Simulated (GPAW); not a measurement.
```
BaZrO3
1.0
    4.10620     0.00000     0.00000
    0.00000     4.10620     0.00000
    0.00000     0.00000     4.10620
Ba Zr O
1 1 3
Direct
  0.00000   0.00000   0.00000
  0.50000   0.50000   0.50000
  0.50000   0.00000   0.50000
  0.00000   0.50000   0.50000
  0.50000   0.50000   0.00000
```

Method: PBE, GPAW PAW datasets PBE (gpaw-data 1.0.1) (plane waves; GPAW).

The set-up and first iterations of a GPAW log for BaZrO₃ (Pm-3m, 5 atoms in the cell):

```
Input parameters:
  convergence: {bands: -6}
  kpts: {gamma: True,
         size: (8, 8, 8)}
  maxiter: 150
  mode: {ecut: 900.0000000000001,
         name: pw}
  nbands: -8
  occupations: {fixmagmom: False,
                name: fermi-dirac,
                width: 0.02}
  symmetry: {symmorphic: False,
             tolerance: 0.0005}
  xc: PBE

species:
  Ba:
    name: Barium
    Z: 56.0
    valence: 10
    core: 46
    charge: 0.0
    file: Ba.PBE.gz

    # Using partial waves for Ba as LCAO basis

  Zr:
    name: Zirconium
    Z: 40.0
    valence: 12
    core: 28
    charge: 0.0
    file: Zr.PBE.gz

    # Using partial waves for Zr as LCAO basis

  O:
    name: Oxygen
    Z: 8.0
    valence: 6
    core: 2
    charge: 0.0
    file: O.PBE.gz

    # Using partial waves for O as LCAO basis

Reference energy: -325293.970650  # eV

Spin-paired calculation

Convergence criteria:
   [... lines left out ...]
  Total Charge: 0.000000

Density mixing:
  Method: separate
  Backend: pulay
  Linear mixing parameter: 0.05
  old densities: 5
  Damping of long wavelength oscillations: 50

Hamiltonian:
  XC and Coulomb potentials evaluated on a 60*60*60 grid
  External potential:
    NoExternalPotential

XC parameters: PBE with 2 nearest neighbor stencil

Number of atoms: 5
Number of atomic orbitals: 30
Number of bands in calculation: 28
Number of valence electrons: 40
Bands to converge: 22

Density initialized from atomic densities
  28 bands from LCAO basis set

Atomic positions and initial magnetic moments

Positions:
   0 Ba     0.000000    0.000000    0.000000    ( 0.0000,  0.0000,  0.0000)
   1 Zr     2.053100    2.053100    2.053100    ( 0.0000,  0.0000,  0.0000)
   2 O      2.053100    0.000000    2.053100    ( 0.0000,  0.0000,  0.0000)
   3 O      0.000000    2.053100    2.053100    ( 0.0000,  0.0000,  0.0000)
   4 O      2.053100    2.053100    0.000000    ( 0.0000,  0.0000,  0.0000)

Unit cell:
           periodic     x           y           z      points  spacing
  1. axis:    yes    4.106200    0.000000    0.000000    30     0.1369
  2. axis:    yes    0.000000    4.106200    0.000000    30     0.1369
  3. axis:    yes    0.000000    0.000000    4.106200    30     0.1369

  Lengths:   4.106200   4.106200   4.106200
  Angles:   90.000000  90.000000  90.000000

Effective grid spacing dv^(1/3) = 0.1369
     iter     time        total  log10-change:
                         energy   eigst   dens
iter:   1 --:--:--   -45.639093   +0.46
iter:   2 --:--:--   -44.344571   -0.43  -0.92
iter:   3 --:--:--   -41.201473   -0.43  -0.99
iter:   4 --:--:--   -41.141111   -0.80  -1.31
iter:   5 --:--:--   -41.311982   -1.12  -1.45
iter:   6 --:--:--   -41.124120   -1.72  -1.63
iter:   7 --:--:--   -41.126278   -1.71  -2.14
iter:   8 --:--:--   -41.110840c  -2.29  -2.15
iter:   9 --:--:--   -41.110514c  -3.02  -2.73
iter:  10 --:--:--   -41.110970c  -3.23  -2.83
iter:  11 --:--:--   -41.110228c  -3.35  -2.85
iter:  12 --:--:--   -41.110528c  -3.47  -3.11
```

Question: How does the run end?

Answer: The run converged in 31 iterations. Convergence of the loop says nothing yet on basis, mesh or lower states. It ends on: free energy E − TS (from the program's reference atoms) -41.1100 eV; top of the valence band (on the code's own zero) 7.89 eV; gap on the k-point mesh 3.33 eV. The log goes on:

```
   [... 2 lines left out ...]
iter:  15 --:--:--   -41.110022c  -4.81  -3.80
iter:  16 --:--:--   -41.110001c  -4.84  -3.83
iter:  17 --:--:--   -41.109990c  -4.98  -3.95
iter:  18 --:--:--   -41.109985c  -5.10  -3.95
iter:  19 --:--:--   -41.109983c  -5.59  -4.07c
iter:  20 --:--:--   -41.109983c  -5.69  -4.11c
iter:  21 --:--:--   -41.109981c  -5.47  -4.13c
iter:  22 --:--:--   -41.109982c  -5.69  -4.29c
iter:  23 --:--:--   -41.109982c  -6.00  -4.33c
   [... 3 lines left out ...]
iter:  27 --:--:--   -41.109980c  -6.61  -4.78c
iter:  28 --:--:--   -41.109980c  -6.92  -4.83c
iter:  29 --:--:--   -41.109980c  -7.22  -4.87c
iter:  30 --:--:--   -41.109980c  -7.10  -4.97c
iter:  31 --:--:--   -41.109980c  -7.53c -5.03c
Converged after 31 iterations.

Dipole moment: (-0.000000, -0.000000, -0.000000) |e|*Ang

Energy contributions relative to reference atoms: (reference = -325293.970650)

Kinetic:        +62.210892
Potential:      -61.401308
External:        +0.000000
XC:             -42.695075
Entropy (-ST):   -0.000000
Local:           +0.775510
SIC:             +0.000000
--------------------------
Free energy:    -41.109980
Extrapolated:   -41.109980

Showing only first 2 kpts
 Kpt  Band  Eigenvalues  Occupancy
  0    18      7.75441    2.00000
  0    19      7.75441    2.00000
  0    20     11.22099    0.00000
  0    21     11.22099    0.00000

  1    18      7.70362    2.00000
  1    19      7.70362    2.00000
  1    20     11.28139    0.00000
  1    21     11.61309    0.00000

Fermi level: 8.43239

Gap: 3.332 eV
Transition (v -> c):
  (s=0, k=34, n=19, [0.50, 0.50, 0.50]) -> (s=0, k=0, n=20, [0.00, 0.00, 0.00])
Direct/indirect transitions are different
Direct gap: 3.467 eV
Transition at: (s=0, k=0, n=19, [0.00, 0.00, 0.00])
Energy (eV): -41.10998

Forces in eV/Ang:
  0 Ba   -0.00000   -0.00000   -0.00000
  1 Zr   -0.00000   -0.00000   -0.00000
  2 O     0.00000    0.00000   -0.00000
  3 O     0.00000    0.00000    0.00000
  4 O    -0.00000   -0.00000    0.00000

Stress tensor:
    -0.096817    -0.000000     0.000000
    -0.000000    -0.096817     0.000000
     0.000000     0.000000    -0.096817
Stress (GPa, Voigt): [-15.5118 -15.5118 -15.5118   0.       0.      -0.    ]
```

For comparison: a first run was changed to give this one (lattice scaled by 0.98), and from it to this one the free energy goes up by 51.1 meV/atom and the gap on the mesh goes from 3.205 to 3.332 eV.

The starting cell has typed, rounded lattice constants, without a prior relaxation at this level. For this run, on top of that: lattice scaled by 0.98.

The run was DFT PBE, plane waves, GPAW PAW datasets PBE (gpaw-data 1.0.1). Main settings of its input:

```
key                        value
-------------------  -----------
mode                          pw
ecut                      900 eV
xc                           PBE
kpts                       8 8 8
mesh shift (steps)         0 0 0
occupations.name     fermi-dirac
occupations.width        0.02 eV
nbands                        -8
convergence.bands             -6
symmetry.symmorphic        false
symmetry.tolerance        0.0005
maxiter                      150
```
